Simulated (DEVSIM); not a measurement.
Structure: illuminated Si p-on-n cell, one wavelength, at 300 K.

Layer 1 from the left is Si, thickness (μm) 0.460, Na (cm⁻³) 6.2e17, τn (s) 5e-6, τp (s) 1.5e-6, absorption coefficient (cm⁻¹) 450. Layer 2 from the left is Si, thickness (μm) 56.0, Nd (cm⁻³) 1.4e16, τn (s) 2e-5, τp (s) 2e-5, absorption coefficient (cm⁻¹) 450.

Left contact: ohmic, minority electron recombination velocity 3e5 cm/s. Right contact: ohmic, minority hole recombination velocity 7e5 cm/s. Voltage is applied to the left contact. Recombination: SRH at mid-gap, radiative, Auger. Light enters at the left, 1.4e17 photons cm⁻² s⁻¹, one pass, no reflection. Mobility is constant in doping.

The device is made up for the run: typed textbook-type constants, with dimensions and the other settings drawn at random. Values at 300 K.

Si: gap (eV) 1.124, affinity (eV) 4.05, permittivity 11.7, Nc (cm⁻³) 2.86e19, Nv (cm⁻³) 3.1e19, μn (cm²/Vs) 1417, μp (cm²/Vs) 470, B (cm³/s) 4.7e-15, Cn (cm⁶/s) 2.8e-31, Cp (cm⁶/s) 9.9e-32.

DEVSIM, 1D drift-diffusion, Boltzmann statistics, complete ionisation; no tunnelling, impact ionisation, image-force lowering or self-heating.

Problem. What does the simulation give for the dark forward voltage at 100 A/cm², the short-circuit current, the potential step across the device at zero bias?

Solution. dark forward voltage at 100 A/cm² 0.839 V; short-circuit current 14.3 mA/cm²; potential step across the device at zero bias 0.826 V.
